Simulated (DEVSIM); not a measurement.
Structure: Si/Ge p-n heterojunction, at 350 K.

| layer (left to right) | material | thickness (μm) | Nd (cm⁻³) | Na (cm⁻³) | τn (s) | τp (s) |
|---|---|---|---|---|---|---|
| 1 | Si | 0.200 | - | 1.3e18 | 7.2e-5 | 7.2e-5 |
| 2 | Ge | 2.30 | 1.5e17 | - | 7.2e-5 | 7.2e-5 |

Left contact: ohmic. Right contact: ohmic. Voltage is applied to the left contact. Recombination: SRH at mid-gap. Mobility is μmin + (μ − μmin)/(1 + (N/Nref)^α).

The device is made up for the run: typed textbook-type constants, with dimensions and the other settings drawn at random. Values at 300 K; Nc and Nv go as T^1.5, mobilities as T to minus their exponent, the gap by Varshni's rule with the affinity fixed. The table also holds parameters that only a changed run uses.

| parameter | Si | Ge |
|---|---|---|
| gap (eV) | 1.124 | 0.664 |
| affinity (eV) | 4.05 | 4 |
| permittivity | 11.7 | 16 |
| Nc (cm⁻³) | 2.86e19 | 1.04e19 |
| Nv (cm⁻³) | 3.1e19 | 6e18 |
| μn (cm²/Vs) | 1417 | 3900 |
| μp (cm²/Vs) | 470 | 1900 |
| μn,min | 52 | 150 |
| μp,min | 45 | 100 |
| Nref,n | 9.7e16 | 2.6e17 |
| Nref,p | 2.2e17 | 4e17 |
| αn | 0.68 | 0.56 |
| αp | 0.72 | 0.6 |
| T exponent of μn | 2.3 | 1.66 |
| T exponent of μp | 2.2 | 2.33 |
| Cn (cm⁶/s) | 2.8e-31 | 1e-31 |
| Cp (cm⁶/s) | 9.9e-32 | 1e-31 |
| Varshni α (eV/K) | 0.000473 | 0.000477 |
| Varshni β (K) | 636 | 235 |

Model (solved in DEVSIM): 1D drift-diffusion, Boltzmann statistics, complete ionisation; no tunnelling, impact ionisation, image-force lowering or self-heating. Band offsets follow the typed affinities; no thermionic-emission limit at abrupt steps, no polarisation charge.

Base results: potential step across the device at zero bias (V) 0.923; dark forward voltage at 100 A/cm² (V) 0.365; largest field in the device at zero bias (V/cm) 390000.

What follows from this one change: doping Na of layer 1 1.3e+18 → 3.9e+16 cm^-3?

potential step across the device at zero bias 0.923 → 0.818 V; dark forward voltage at 100 A/cm² 0.365 → 0.525 V; largest field in the device at zero bias 390000 → 88000 V/cm.

What follows from this one change: temperature 350 → 450 K?

potential step across the device at zero bias 0.923 → 0.797 V; dark forward voltage at 100 A/cm² 0.365 → 0.148 V; largest field in the device at zero bias little changed (380000 V/cm).

What follows from this one change: constant mobility in place of the doping-dependent one?

potential step across the device at zero bias little changed (0.923 V); dark forward voltage at 100 A/cm² 0.365 → 0.320 V; largest field in the device at zero bias little changed (390000 V/cm).
